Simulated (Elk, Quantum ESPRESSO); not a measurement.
A Quantum ESPRESSO input for a self-consistent single point of HgSe (F-43m, 2 atoms in the cell) (DFT, PBE, spin-orbit coupling, plane waves, PseudoDojo fully relativistic norm-conserving (PBE) pseudopotentials):

```fortran
&control
    calculation = 'scf'
    prefix = 'hgse'
    outdir = './tmp/'
    pseudo_dir = './'
    verbosity = 'high'
    tprnfor = .true.
    tstress = .true.
/
&system
    ibrav = 0
    nat = 2
    ntyp = 2
    ecutwfc = 90
    occupations = 'smearing'
    smearing = 'fermi-dirac'
    degauss = 0.00147
    noncolin = .true.
    lspinorb = .true.
/
&electrons
    conv_thr = 1.0d-10
/
ATOMIC_SPECIES
Hg   200.5920  Hg.upf
Se    78.9710  Se.upf
ATOMIC_POSITIONS alat
Hg    0.00000000    0.00000000    0.00000000
Se    0.35355339    0.35355339    0.35355339
K_POINTS automatic
8 8 8  0 0 0
CELL_PARAMETERS bohr
   0.00000000     5.65227666     5.65227666
   5.65227666     0.00000000     5.65227666
   5.65227666     5.65227666     0.00000000
```

Problem. Write the same calculation as an input for Elk.

Solution. One input that does it (others would too):

```
tasks
  0

xctype
  20

spinorb
  .true.

rgkmax
  8.0

gmaxvr
  14.0

nxoapwlo
  1

rmtscf
  0.88

lmaxi
  3

nempty
  10

stype
  3

swidth
  0.000734986

scale
  7.993526316

avec
    0.0000000000    0.7071067812    0.7071067812
    0.7071067812    0.0000000000    0.7071067812
    0.7071067812    0.7071067812    0.0000000000

sppath
  './'

atoms
  2   : nspecies
  'Hg.in'   : spfname
  1   : natoms; atposl, bfcmt below
  0.0000000000  0.0000000000  0.0000000000    0.0 0.0 0.0
  'Se.in'   : spfname
  1   : natoms; atposl, bfcmt below
  0.2500000000  0.2500000000  0.2500000000    0.0 0.0 0.0

ngridk
  8 8 8
```

Basis, cutoffs, solver keys and any potentials are the target program's own. This input uses DFT, PBE, spin-orbit coupling in second variation, all-electron FP-LAPW, Elk's shipped species files, LAPW+lo basis.

The starting cell has typed, rounded lattice constants, without a prior relaxation at this level. Its lattice was rescaled by a random factor within 2.5 % of one.
